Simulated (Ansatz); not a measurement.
An Ansatz (an electronic-structure program) run: a single point on AlPO4 with a change (pressure 1.5 GPa), its geometry relaxed with PBEsol; HSE06 (Ansatz; PAW; 420 eV plane waves; spin-orbit coupling left out).

Input:

Ansatz 0.2 input:
```yaml
crystal:
  lattice:
    - [-2.4341314586, 2.4341314586, 3.6798383601]
    - [2.4341314586, -2.4341314586, 3.6798383601]
    - [2.4341314586, 2.4341314586, -3.6798383601]
  atoms:
    - { symbol: Al, position: [0, 0, 0] }
    - { symbol: P, position: [0.75, 0.25, 0.5] }
    - { symbol: O, position: [0.9906634345, 0.5972230905, 0.851920189] }
    - { symbol: O, position: [0.4027769095, 0.2546970985, 0.3934403441] }
    - { symbol: O, position: [0.7453029015, 0.1387432456, 0.148079811] }
    - { symbol: O, position: [0.8612567544, 0.0093365655, 0.6065596559] }
basis: { ecutwfc: 420, ecutrho_ratio: 4, xc_grid: 2, fft_grid_basis: typed }
kpoints: { mp_grid: { grid: [6, 6, 6] } }
hamiltonian:
  xc: hse06
  dispersion: none
  pseudopotentials: { kind: paw }
scf: { occupations: { method: fermi_dirac, width: 0.01 } }
output: { eigenvalues: true, eigenstates: { kpoints: [[0, 0, 0], [0, 0.5, 0], [0.5, 0.5, -0.5]] } }
```

Output (explanatory and most iteration lines left out):

```
Pseudopotential: Al, paw, valence charge 3
Pseudopotential: P, paw, valence charge 5
Pseudopotential: O, paw, valence charge 6
Crystal: 6 atoms, lattice volume = 87.212 Å³
Basis set: ecut = 420 eV, 1745 PW (Γ), exchange–correlation on 72×72×72 points (8 copies of the dense FFT grid, shifted against one another)
Bands: 22, of which v1, the nominal top of the filled ones, is band 16 counted from 1 (15 counted from 0)
Symmetry: 4 space group operations
Space group: I-4 (ITA 82), of the structure as read, at distance tolerance 4.4e-5 Å
k-points: 36 of 216 (time reversal used)
Functional: x = pbe(κ = 0.804, μ = 0.2195149727645171), c = pbe(β = 0.06672455060314922), warm-up for x = pbe(κ = 0.804, μ = 0.2195149727645171) + 0.25 (exact …
SCF iter   1: F=—  HF=-3568.763315 eV  |F-HF|=—  |Δ(HF+E_count)|=         —  Δρ=1.30e-3  dr2=7.73e-4  ethr=1.77e-3  ⟨swp⟩=2.0  Hψ=6054  notcnv=0
SCF iter   2: F=-3568.765068 eV  HF=-3568.764663 eV  |F-HF|=4.05e-4  |Δ(HF+E_count)|=   1.35e-3  Δρ=6.54e-4  dr2=1.70e-4  ethr=2.41e-6  ⟨swp⟩=5.1  Hψ=2619  notcnv=0  defer=10
SCF 1 stopped early in 2 iterations: F = -3568.765068 eV  dr2 = 1.70e-4
Crystal: 6 atoms, lattice volume = 87.212 Å³
Functional: x = pbe(κ = 0.804, μ = 0.2195149727645171) + 0.25 (exact − pbe) at short range (hse, ω = 0.20786987370883472 Å⁻¹), c = pbe(β = 0.06672455060314922); HSE06 as pw.x's `hse` composes it (authors' and Libxc's form: `xc: wpbeh`)
SCF iter   1: F=—  HF=-3569.338231 eV  |F-HF|=—  |Δ(HF+E_count)|=         —  Δρ=6.77e-3  dr2=2.89e-2  ethr=5.30e-6  ⟨swp⟩=9.7  Hψ=4231  notcnv=0
SCF iter   2: F=—  HF=-3569.329009 eV  |F-HF|=—  |Δ(HF+E_count)|=   9.22e-3  Δρ=3.62e-3  dr2=4.51e-3  ethr=5.30e-6  ⟨swp⟩=4.9  Hψ=2883  notcnv=0
SCF 2 stopped early in 6 iterations: F = -3569.338029 eV  dr2 = 2.83e-6
Crystal: 6 atoms, lattice volume = 87.212 Å³
SCF iter   1: F=—  HF=-3569.338148 eV  |F-HF|=—  |Δ(HF+E_count)|=         —  Δρ=4.04e-5  dr2=5.35e-7  ethr=3.29e-7  ⟨swp⟩=7.0  Hψ=2124  notcnv=0
SCF iter   2: F=—  HF=-3569.338148 eV  |F-HF|=—  |Δ(HF+E_count)|=   3.71e-7  Δρ=1.91e-5  dr2=1.84e-7  ethr=1.37e-9  ⟨swp⟩=4.0  Hψ=2381  notcnv=0
SCF 3 converged in 3 iterations: F = -3569.338148 eV  dr2 = 3.06e-8
Free energy (F): -3569.338149 eV
Internal energy: -3569.338149 eV  (E = F + TS)
E sigma→0 (E₀):  -3569.338149 eV
Fermi energy:    3.427852 eV
```

Single points use the geometry relaxed with PBEsol. Load acts through the strain it causes; cell and atoms are relaxed under it. Stability against distortions was not tested. The cell was made from AlPO4 (space group I-4, No. 82) by this change: pressure 1.5 GPa.
